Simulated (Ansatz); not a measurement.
Data:

```
Rh
1.0
    2.61093     0.00000     0.00000
    1.30547     2.26114     0.00000
    1.30547    -0.75371     2.18860
Rh
1
Cartesian
  0.00000   0.00000   0.00000
```

No spin polarisation.

All numbers come from LDA in Ansatz (plane waves to 420 eV, PAW, without spin-orbit coupling). Settings: 30×30×30 k-points, 0.1 eV Fermi–Dirac smearing.

Question: Predict the pressure and band gap.

Answer: 
- Pressure (mean of the normal stresses, compression positive): 8.5 GPa
- Band gap: zero

The cells carry an imposed strain or load. Stability against distortions was not tested. All final runs are without spin polarisation. The cell was made from Rh in the fcc (Cu type) structure (space group Fm-3m, No. 225) by this change: biaxial strain −1.67 %, plane normal [111], relaxed out of plane.

Ansatz is a program for electronic structure.
